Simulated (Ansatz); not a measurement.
The starting structures come from a database of crystals and need not be the phases stable at ambient conditions.

 Where the default PAW files enter, the runs use the earlier of Ansatz's two default sets.

By LDA, the system below comes out a metal.

A figure of merit of an interconnect metal is its ballistic conductance per area.

Here is the system:

```
Mo2N
1.0
    2.88156     0.00000     0.00000
    1.44078     5.07079     0.00000
    1.44078     0.40937     2.46170
Mo N
2 1
Cartesian
  1.44078   1.47529   0.59792
  4.32234   4.00487   1.86378
  0.00000   0.00000   0.00000
```

Space group of this cell: R-3m. The cell is taken as given; by LDA its mean pressure is -12.4 GPa.

The current flows along the normal of the first two printed cell vectors, the (101) plane of the conventional cell. No spin-orbit coupling; the value is a mean over 0.1 eV about the Fermi level.

Task: Estimate the ballistic conductance per area that LDA (Ansatz, a program for electronic structure) returns for this system.

Result: 0.81 × 10¹⁵ S/m² for both spins.
